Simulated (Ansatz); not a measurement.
Consider CsPbCl3 in the cubic perovskite structure (space group Pm-3m, No. 221; a = 5.736 Å).

Calculations: PBE, PAW, 420 eV (Ansatz, a program for electronic structure; scalar-relativistic without spin-orbit coupling).

Before the change:

The band gap is 2.21 eV. The electron mass is 0.12, 0.93, 0.93 mₑ (at R).

Perturbation: every lattice vector is shortened by 2.40 %; the atoms relax in the strained cell.

Task: What happens to the band gap and electron mass?

Result: The band gap decreases by 0.30 eV (2.21 eV → 1.91 eV); the electron mass (degenerate bands, along [100]) becomes 0.11, 0.84, 0.84 mₑ (at R) (base: 0.12, 0.93, 0.93 mₑ (at R)).

Spin-orbit coupling, missing from the scalar runs, can matter with Pb. Masses are band curvatures over ±0.01 Å⁻¹ around the edge. No phonon test of stability was made. Many cubic perovskites are stable only at high temperature; tilts and polar distortions were not tested. This is not the structure that CsPbCl3 has at room temperature and ambient pressure.
